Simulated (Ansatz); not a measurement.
## Mg2Ge under a change: isotropic strain −2.96 %

Take Mg$_{2}$Ge in the anti-fluorite structure (space group Fm-3m, No. 225; a = 6.421 Å) as the base.

Now apply this change: the cell is scaled by 0.9704 in all directions; the atoms relax in the strained cell.

Level of theory: PBE (Ansatz, a quantum-chemistry and plane-wave program), without spin-orbit coupling. Γ-centred 9×9×9 mesh, Fermi–Dirac width 0.05 eV.

The space group remains Fm-3m (No. 225) and the shortest interatomic distance decreases by 0.082 Å (2.780 Å → 2.698 Å). The energy increases by 30 meV/atom and the pressure goes from zero to 5.40 GPa. The band gap falls by 0.084 eV (0.17 eV → 0.08 eV) and the gap character remains indirect, Γ → X. The smallest direct gap increases by 0.516 eV to 1.46 eV and the mean gap deformation potential ΔEg/Δln V is +0.9 eV. The width of the top valence band rises by 0.21 eV to 2.86 eV and the electron mass goes from 0.55 mₑ along k, 0.19 mₑ across (at X) to 0.55 mₑ along k, 0.18 mₑ across (at X). The hole mass (degenerate bands, along [100]) becomes 0.10, 0.34, 0.34 mₑ (at Γ) (base: 0.071, 0.35, 0.35 mₑ (at Γ)) and the valley order (the lowest conduction-band minima on the path, energy above the VBM, named in the base's zone) becomes X along ⟨100⟩ 0.08 eV; L along ⟨111⟩ 1.33 eV; Γ 1.46 eV (base: X along ⟨100⟩ 0.17 eV; L along ⟨111⟩ 0.94 eV; Γ 0.95 eV).

Final structure:

```
CELL_PARAMETERS angstrom
      0.00000     3.11559     3.11559
      3.11559     0.00000     3.11559
      3.11559     3.11559     0.00000
ATOMIC_POSITIONS crystal
  Ge 0.00000 0.00000 0.00000
  Mg 0.25000 0.25000 0.25000
  Mg 0.75000 0.75000 0.75000
```

Effective masses come from finite differences of ±0.01 Å⁻¹. Along k means along the line from Γ to the band edge. No phonon test of stability was made. The zero or small gap of Mg2Ge can change with the level of theory.
